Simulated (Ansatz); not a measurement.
# Sr: strain along the normal

Sr (fcc, Fm-3m, 51.935 Å³/atom at rest) under an equal strain ε in the (111) plane with the normal axis free, as in a coherent film. PBEsol in Ansatz, a plane-wave DFT program (PAW, default set), 420 eV, 14×14×14 Γ-centred mesh, Fermi-Dirac smearing 0.05 eV; ions are relaxed within the symmetry of each cell.

Here s stands for strain and y for normal strain.

```
strain (%)  normal strain (%)
----------  -----------------
-1.25                    0.36
-0.83                    0.24
-0.42                    0.12
0.00                     0.00
0.42                    -0.12
0.83                    -0.24
1.25                    -0.35
2.50                        ?
```

Q: Using a straight line, estimate the missing y at s = 2.50 from the other rows, showing the fit.

A: Means: s 0, y 0.001. About the means, the sum of products is -1.3867 and the sum of squares of s is 4.8556; the slope is their ratio. Least squares gives y = 0.001 - 0.2856·s. Residuals (row less fit): 0.002, 0.002, -0.001, -0.001, -0.001, -0.004, 0.006; standard error 0.004 (degrees of freedom: 5). The slope, -0.29 ± 0.00, is the elastic response of the normal axis. At the withheld row, y = 0.001 - 0.2856 × 2.50 = -0.713%. The calculation gives -0.68%, 0.033% above the prediction (3.2 % of the range of y in the table). The row lies outside the fitted rows, so this is an extrapolation. The fitted rows scatter only by rounding.

One order more doesn't follow all runs of the series either: the slope changes along it. In a metal these values are sensitive to mesh and smearing; energies are taken to zero smearing, stresses follow the free energy. Rows are the converged runs of the series near zero and its far end; series whose fitted rows scatter by over a few per cent of the range, as at a crossing or softening among them, aren't shown in this form. Most that stay on the fit to the last digits aren't either.
